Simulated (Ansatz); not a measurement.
## Elastic constant C33 of L1₀ (CuAu-type) FePt at several levels of theory

No measured value is used here.

Put these levels in order of the elastic constant C33 that they give for L1₀ (CuAu-type) FePt, smallest first: LDA (Ansatz, a program for electronic structure), PBE (Ansatz), PBEsol (Ansatz).

PBE (304 GPa), PBEsol (344 GPa), LDA (373 GPa)

Unless a cell is named, each level is at its own relaxed cell (LDA 13.03, PBE 14.02, PBEsol 13.42 Å³/atom).

Spin-polarised runs: PBEsol (parallel moments), LDA (parallel moments), PBE (parallel moments). Density-functional levels without +SOC have no spin–orbit coupling. Each level is taken at its own relaxed cell. Ansatz's density-functional and Hartree–Fock values are scalar-relativistic unless marked +SOC, with PAW data made under PBE.
